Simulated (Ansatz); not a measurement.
A computed series for HfC: response to strain

The reference is HfC in the rock salt structure (space group Fm-3m, No. 225; a = 4.651 Å; relaxed with 0.1 eV smearing).

Strains are applied to the cell and any free atomic positions relax.

Level of theory: PBE in Ansatz (plane waves to 420 eV, PAW, without spin-orbit coupling).

Candidates:
(a) isotropic strain +3.00 %
(b) isotropic strain +0.50 %
(c) isotropic strain +2.00 %
(d) isotropic strain −2.50 %

Notes on the quantities. energy relative to the base: free energy F.

Problem. Order them by energy relative to the base, lowest first.

Solution. (b) isotropic strain +0.50 % (+2.0 meV/atom), (c) isotropic strain +2.00 % (+31 meV/atom), (d) isotropic strain −2.50 % (+56 meV/atom), (a) isotropic strain +3.00 % (+68 meV/atom)

Stability against distortions was not tested. All final runs are without spin polarisation.

Ansatz is a program for electronic structure.
